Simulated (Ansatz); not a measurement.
W on the Si site (W_Si) (metastable 2H silicon carbide host)

Computed with PBE, PAW (plane waves to 420 eV; Ansatz, a quantum-chemistry and plane-wave program). Cell: 96 sites, 3×2×2; final energies on a 2×2×2 shifted mesh. Site at the start: the Si site. Charged cells carry a point-charge image correction with potential alignment at far atoms. Dielectric constants: PBE linear response of the host. Host gap at this level: 2.31 eV. A cell of this size leaves errors of a few tenths of an eV. The semilocal functional narrows the gap, so deep levels can fall outside it. Spin–orbit coupling is left out, which matters for these heavy elements. Each state is the lowest found from its start.

Formation energies E_f are given with the Fermi level at the valence-band maximum. Chemical conditions: C-rich (Δμ(Si) = -0.40 eV, Δμ(W) = -0.29 eV, bounded by hexagonal WC; only phases computed here count, gases as isolated molecules at 0 K); Si-rich (Δμ(Si) = 0.00 eV, Δμ(W) = -1.02 eV, bounded by tetragonal WSi2; only phases computed here count, gases as isolated molecules at 0 K). Reference phases: Si: silicon, W: bcc W.

```csv
charge,moment (μB),largest move off a lattice site (Å),image correction with alignment (eV),"E_f, C-rich (eV)","E_f, Si-rich (eV)",above the lowest spin state (eV)
+2,not spin-polarised,0.09,1.13,2.51,3.63,0.00
+1†,1.0,0.14,0.39,–,–,0.00
0,2.0,0.17,0.00,4.31,5.44,0.00
0†,not spin-polarised,0.17,0.00,4.72,5.84,0.40
−1†,1.0,0.27,-0.05,–,–,0.00
−1†,1.0,0.27,-0.05,–,–,0.00
```

† Not settled in this cell, so no level is given: charge +1: a level filled in part; charge −1: level within 0.1 eV of a band edge or past it.

Starting moments that weren't kept: charge −1 began with 3 μB and ended with 1.0.

Flagged in the runs: a host whose relaxation on this sampling wasn't shown to rest.
